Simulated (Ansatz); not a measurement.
Functionals compared on a constructed model of the (111)B surface of zinc-blende GaAs, As-terminated, As trimer, 2x2 (bottom of the slab: 3 H on 4 bottom sites), in Ansatz (plane waves, PAW). The structure was relaxed with PBE; the other rows are single points on it. Cutoff 420 eV (500 eV for r2SCAN).

Model: 38-atom slab, 14.7 Å thick at the start with caps and adatoms, 3x3x1 mesh, Fermi-Dirac 0.025 eV, dipole correction, 8 atoms held, the rest relaxed; symmetry of the start imposed; no spin, no spin-orbit, no U. It is one candidate, not shown to be the stable structure of the face. These notes are the PBE run's.

```tsv
functional	gap of the slab on its k-mesh (eV)	highest filled level below the top vacuum level (eV)	rough cost of the single point
PBE	0.64	4.91	–
r2SCAN	[?]	[?]	very roughly 8 core-minutes
```

Question: Some entries are withheld; supply them.

Answer: 
- r2SCAN, gap of the slab on its k-mesh (eV): 1.01
- r2SCAN, highest filled level below the top vacuum level (eV): 5.17

Ansatz is a program for electronic structure.
